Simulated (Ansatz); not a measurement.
Structure of amorphous Zr₂₀O₄₃Mo (periodic cell):

```
CELL_PARAMETERS angstrom
      9.32409     0.22971    -0.31247
      0.22971     9.19149    -0.23523
     -0.31247    -0.23523     9.67985
ATOMIC_POSITIONS crystal
  Zr 0.05278 0.78866 0.79688
  Zr 0.79025 0.97330 0.21115
  Zr 0.38429 0.71835 0.71698
  Zr 0.39971 0.18305 0.21452
  Zr 0.41124 0.55952 0.29931
  Zr 0.50510 0.45037 0.97674
  Zr 0.46193 0.85795 0.04675
  Zr 0.21170 0.41378 0.67143
  Zr 0.15833 0.81537 0.18389
  Zr 0.52766 0.29490 0.56385
  Zr 0.55455 0.89838 0.50819
  Zr 0.64465 0.13030 0.87230
  Zr 0.02568 0.68900 0.45136
  Zr 0.82900 0.41809 0.76014
  Zr 0.23241 0.06857 0.49299
  Zr 0.80655 0.59234 0.16960
  Zr 0.71764 0.74346 0.85373
  Zr 0.99964 0.32953 0.34735
  Zr 0.13949 0.46501 0.01148
  Zr 0.85737 0.08095 0.55196
  O  0.27254 0.81065 0.87223
  O  0.59916 0.34528 0.79437
  O  0.19306 0.63174 0.32192
  O  0.87303 0.63398 0.73468
  O  0.40627 0.50076 0.60228
  O  0.48626 0.35011 0.36061
  O  0.09597 0.23273 0.01220
  O  0.86390 0.54214 0.37106
  O  0.56957 0.01782 0.18207
  O  0.59955 0.75621 0.66395
  O  0.29905 0.98550 0.13768
  O  0.32553 0.40342 0.13247
  O  0.04814 0.41019 0.81164
  O  0.44165 0.08971 0.42110
  O  0.78973 0.12497 0.04219
  O  0.00259 0.97491 0.10824
  O  0.35329 0.90272 0.59873
  O  0.92823 0.77106 0.25696
  O  0.14326 0.90373 0.37964
  O  0.85935 0.90239 0.86485
  O  0.85980 0.19159 0.81041
  O  0.05129 0.18362 0.55727
  O  0.08471 0.46135 0.50177
  O  0.30565 0.47777 0.86993
  O  0.59748 0.52036 0.16856
  O  0.16697 0.66574 0.65131
  O  0.09621 0.01148 0.83013
  O  0.51531 0.66377 0.89753
  O  0.70378 0.78828 0.08416
  O  0.19589 0.21672 0.32030
  O  0.06310 0.67692 0.00302
  O  0.64477 0.08388 0.64195
  O  0.86746 0.15692 0.34255
  O  0.50534 0.22928 0.01219
  O  0.96784 0.87587 0.59358
  O  0.98107 0.43442 0.15733
  O  0.74229 0.94109 0.41604
  O  0.55392 0.93928 0.88015
  O  0.33516 0.23076 0.63980
  O  0.76279 0.52327 0.94741
  O  0.75366 0.32789 0.57376
  O  0.35019 0.69725 0.12986
  O  0.50841 0.73101 0.37927
  Mo 0.98261 0.09313 0.95569
```

Methods: PBE, scalar-relativistic without spin-orbit coupling (Ansatz, a quantum-chemistry and plane-wave program); r2SCAN, scalar-relativistic without spin-orbit coupling (Ansatz); HSE06, scalar-relativistic without spin-orbit coupling (Ansatz). Neutral PBE cell, which sets geometry, pressure and energy: sampling: a 2×2×2 Γ-centred mesh; Fermi-Dirac width 0.02 eV; no spin polarisation. Exact exchange is cut at the faces of this 9 Å cell, which leaves hybrid gaps a finite-size error.

A CHGNet melt-quench gave the starting glass, which DFT then relaxed. O atoms were pushed apart under 1.9 Å during the dynamics, to hinder bonds among them. The hot cell started wider than the set density and was brought back towards it in steps. It is the lowest in DFT energy of 2 quenches. It is a model cell: composition and starting density were chosen by hand, and all elements were melted together. No dispersion term was used. Its density started from a set value of 5.23 and ended at 5.23 g/cm³. The simulated quench (nominally 300 K/ps over its main leg) is rapid and tends to freeze in more defects than a deposited or slowly cooled glass has. Values belong to this one cell and scatter from quench to quench. The volume was held where the preparation left it and the shape relaxed.

Problem. Give the pressure and the spacing of the highest filled and lowest empty levels.

Solution. 
```json
{
 "Pressure on a 2×2×2 Γ-centred mesh": "-2.33 GPa",
 "Largest force and stress component on that mesh (the relaxation ran on the zone centre alone)": "0.12 eV/Å and 2.4 GPa",
 "Gap between localised states on a 2×2×2 Γ-centred mesh (PBE)": "2.50 eV",
 "Gap between localised states at the zone centre (PBE)": "2.53 eV",
 "Gap between localised states at the zone centre (r2SCAN)": "2.79 eV",
 "Gap between localised states at the zone centre (HSE06)": "3.83 eV",
 "Distance between the nearest levels spread over more than a fifth of the atoms or a third of the atoms of their main element (six at least) (PBE, zone centre)": "3.86 eV"
}
```

Problem. At PBE and the zone centre, how localised are the states just below and above the Fermi level (participation number: the atoms over which a state spreads)?

Solution. The highest filled state is spread over 4.0 atoms' worth, largest on O21, with weights by element (charge in smoothed Voronoi cells) O 0.94, Zr 0.04, Mo 0.01. The lowest empty state is spread over 3.3 atoms' worth, largest on Mo64, with weights by element (charge in smoothed Voronoi cells) Mo 0.52, O 0.40, Zr 0.08.

At PBE the levels at both edges of the gap are localised (band-tail or defect states), and the nearest spread-out levels lie 3.9 eV apart at the zone centre.

Neighbours within Zr-Zr 3.41 Å, Zr-O 2.64 Å, Zr-Mo 3.22 Å, O-O 1.58 Å, O-Mo 2.42 Å, Mo-Mo 3.04 Å count as bonded. Two cations that share two anions don't count as bonded, nor two that share one unless they lie closer than Zr-Zr 3.32 Å, Zr-Mo 3.14 Å, Mo-Mo 2.95 Å.

Added carriers, by PBE, scalar-relativistic without spin-orbit coupling run with Ansatz on the zone centre alone. Charged cells keep the cell fixed and stand in a uniform background, with no image correction, at a width of 0.01 eV; where the count is odd the moment is locked at 1 μB, unless the neutral cell bore moments. Each starts from the undistorted neutral geometry alone. PBE's self-interaction favours spread-out carriers, so it can miss traps that a hybrid finds.

Problem. What happens at PBE when the cell takes an extra electron and the atoms relax?

Solution. Relaxation lowers the charged cell by 0.53 eV. The largest moves are O47 0.25 Å, O27 0.19 Å, O41 0.12 Å, Zr1 0.10 Å. The level that holds the added charge spreads over 3.4 atoms' worth, most on Mo64 (weight 0.52): a localised (trapped) carrier, which neighbours of that atom can share. Bonds formed: Zr20-O41. Made neutral again at that geometry, the cell lies +0.61 eV from the neutral start.

Problem. What happens at PBE when the cell takes a hole and the atoms relax?

Solution. Relaxation lowers the charged cell by 0.25 eV. The largest moves are O47 0.18 Å, Zr1 0.14 Å, Zr7 0.11 Å, Zr3 0.10 Å. The level that was emptied spreads over 2.8 atoms' worth, most on O21 (weight 0.58): a localised (trapped) carrier, which neighbours of that atom can share. No bond crosses its cut-off with a change of over 0.15 Å (metal-metal contacts aside). Made neutral again at that geometry, the cell lies +0.68 eV from the neutral start.
